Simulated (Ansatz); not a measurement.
**A computed series for PbTe: element substitutions**

Base system: PbTe in the rock salt structure (space group Fm-3m, No. 225; a = 6.5347 Å).

Each row replaces one element on all its sites; cell and atoms are relaxed.

All numbers come from r2SCAN (Ansatz, a quantum-chemistry and plane-wave program), without spin-orbit coupling.

Candidates:
(a) Te → Ru
(b) Te → Cd
(c) Te → Se

Base values:

* **Volume per atom**: 34.88 Å³

Question: Order them by volume per atom, highest first.

Answer: (c) Te → Se (29.47 Å³), (b) Te → Cd (28.85 Å³), (a) Te → Ru (20.31 Å³)

Whether these cells are dynamically stable was not tested. As relaxed here, RuPb and CdPb are hypothetical phases, not in the database extracts checked. All final runs are without spin polarisation.
